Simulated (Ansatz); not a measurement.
## PBE against r2SCAN: TiC, pressure 0.9 GPa

Base system: TiC in the rock salt structure (space group Fm-3m, No. 225; a = 4.3327 Å).

(Cell as relaxed with PBE.)

Levels (all Ansatz, a quantum-chemistry and plane-wave program, PAW, earlier PAW set): PBE (420 eV, no SOC); r2SCAN (500 eV, without spin-orbit coupling).

Each level relaxes its own structure.

```csv
base,PBE,r2SCAN
volume per atom,10.17 Å³,10.14 Å³
lattice parameter a,4.333 Å,4.329 Å
band gap,zero,zero
```

Perturbation: a hydrostatic pressure of 0.9 GPa.

```tsv
quantity	PBE	r2SCAN
band gap	zero	zero
lattice parameter a	4.328 Å	4.324 Å
```

PBE's lattice parameter a lies 0.004 Å above r2SCAN's (0.1 %); the two agree on the band gap. Neither level is exact; r2SCAN is the comparison here, not a measurement.

Load acts through the strain it causes; cell and atoms are relaxed under it. Whether these cells are dynamically stable was not tested. All final runs are without spin polarisation.
